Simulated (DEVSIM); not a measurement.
**abrupt GaP p-n junction**

Structure: abrupt GaP p-n junction, at 250 K.

| layer (left to right) | material | thickness (μm) | Nd (cm⁻³) | Na (cm⁻³) | τn (s) | τp (s) |
|---|---|---|---|---|---|---|
| 1 | GaP | 54.0 | - | 3.6e15 | 1e-6 | 1e-6 |
| 2 | GaP | 4.50 | 1.7e16 | - | 1e-6 | 1e-6 |

Left contact: ohmic. Right contact: ohmic. Voltage is applied to the left contact. Recombination: SRH at mid-gap, radiative, Auger. Mobility is μmin + (μ − μmin)/(1 + (N/Nref)^α).

Constants are typed, rounded textbook-type inputs, not results; the design itself was drawn at random and stands for no fabricated device. Values at 300 K; Nc and Nv go as T^1.5, mobilities as T to minus their exponent, the gap by Varshni's rule with the affinity fixed.

```csv
parameter,GaP
gap (eV),2.26
affinity (eV),3.8
permittivity,11.1
Nc (cm⁻³),1.8e19
Nv (cm⁻³),1.9e19
μn (cm²/Vs),250
μp (cm²/Vs),150
"μn,min",10
"μp,min",10
"Nref,n",4.4e18
"Nref,p",1e18
αn,0.8
αp,0.85
T exponent of μn,1.6
T exponent of μp,1.98
B (cm³/s),1e-13
Cn (cm⁶/s),1e-30
Cp (cm⁶/s),1e-30
Varshni α (eV/K),0.00058
Varshni β (K),372
```

Model (solved in DEVSIM): 1D drift-diffusion, Boltzmann statistics, complete ionisation; no tunnelling, impact ionisation, image-force lowering or self-heating.

```yaml
potential_step_across_the_device_at_zero_bias: 1.956 V
largest_field_in_the_device_at_zero_bias: 43000 V/cm
Dark forward voltage at 1 A/cm²: 1.929 V
Dark forward voltage at 100 A/cm²: 2.518 V
```

Small-signal capacitance in reverse bias (quasi-static):

| V (V) | C (nF/cm²) |
|---|---|
| -0.04 | 10.9 |
| -0.1 | 10.8 |
| -0.2 | 10.5 |
| -0.3 | 10.3 |
| -0.4 | 10.1 |
| -0.6 | 9.65 |
| -0.8 | 9.28 |
| -1 | 8.96 |
| -1.3 | 8.53 |
| -1.6 | 8.16 |
| -2 | 7.73 |

Dark forward current:

```json
[
 {"V (V)": "0.85", "J (A/cm²)": "1.2e-14"},
 {"V (V)": "0.95", "J (A/cm²)": "1.3e-13"},
 {"V (V)": "1.05", "J (A/cm²)": "1.4e-12"},
 {"V (V)": "1.10", "J (A/cm²)": "4.6e-12"},
 {"V (V)": "1.20", "J (A/cm²)": "5.1e-11"},
 {"V (V)": "1.30", "J (A/cm²)": "5.6e-10"},
 {"V (V)": "1.40", "J (A/cm²)": "6.4e-9"},
 {"V (V)": "1.45", "J (A/cm²)": "2.2e-8"},
 {"V (V)": "1.55", "J (A/cm²)": "3.3e-7"},
 {"V (V)": "1.65", "J (A/cm²)": "1.2e-5"},
 {"V (V)": "1.75", "J (A/cm²)": "0.00097"},
 {"V (V)": "1.85", "J (A/cm²)": "0.085"},
 {"V (V)": "1.90", "J (A/cm²)": "0.50"},
 {"V (V)": "2.00", "J (A/cm²)": "3.7"},
 {"V (V)": "2.10", "J (A/cm²)": "11"},
 {"V (V)": "2.20", "J (A/cm²)": "24"},
 {"V (V)": "2.25", "J (A/cm²)": "32"},
 {"V (V)": "2.35", "J (A/cm²)": "53"},
 {"V (V)": "2.45", "J (A/cm²)": "79"},
 {"V (V)": "2.55", "J (A/cm²)": "110"},
 {"V (V)": "2.65", "J (A/cm²)": "150"},
 {"V (V)": "2.70", "J (A/cm²)": "170"},
 {"V (V)": "2.80", "J (A/cm²)": "210"},
 {"V (V)": "2.90", "J (A/cm²)": "260"},
 {"V (V)": "3.00", "J (A/cm²)": "320"},
 {"V (V)": "3.05", "J (A/cm²)": "350"},
 {"V (V)": "3.15", "J (A/cm²)": "410"},
 {"V (V)": "3.25", "J (A/cm²)": "480"}
]
```
